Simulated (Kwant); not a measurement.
Model system: quantum point contact (saddle potential) in a GaN two-dimensional gas. Effective mass 0.22 mₑ, grid spacing 10 nm, hard walls, nominal width 200 nm (19 grid rows, so walls 200 nm apart), one parabolic valley, scattering region 600 nm long along x; energies count from the band bottom; Fermi energy swept from 2.1365e-05 to 0.0010634 eV. Potential (V0 + ½k y²) cos²(πx/L) for |x| < L/2, with V0 = 0.00041 eV, k = 3.3e-07 eV/nm², L = 430 nm.

The device is made up for the run: typed textbook-type constants, with dimensions and the other settings drawn at random.

Computed with Kwant: effective-mass tight-binding model on a square grid, one spin, coherent transport at 0 K. Conductance is in e²/h.

Density of the scattering states that come in from the left lead, at energy = 0.00054993 eV, in bins, relative to the largest site value (x marks bins outside the device):

```
|11000011100000000000000000000000000000000000|
|53101343322100000000000000000000000000000000|
|85202566554310000000000000000000000000000000|
|86303675566531100000000000000000000000000000|
|75204653367642111100000000000000000000000000|
|54103530157743222211000000000000000000000000|
|43103420047633344432110000000000000000000000|
|54103531256422467653221100000000000000000000|
|75203554465312489865332110000000000000000000|
|76203565565202589975432110000000000000000000|
|75203554465312489865332110000000000000000000|
|54103531256422467653221100000000000000000000|
|43103420047633344432110000000000000000000000|
|54103530157743222211000000000000000000000000|
|75204653367642111100000000000000000000000000|
|86303675566531100000000000000000000000000000|
|85202566554310000000000000000000000000000000|
|53101343322100000000000000000000000000000000|
|11000011100000000000000000000000000000000000|
```
Scale: ten equal steps from 0.000 (start of '0') to 1.00 (end of '9'), in the order '0123456789'; x runs from -283 to 283, y from -85.9 (bottom) to 85.9 (top).

The conductance there is 0.22 e²/h with 3 open channel(s) in the leads.
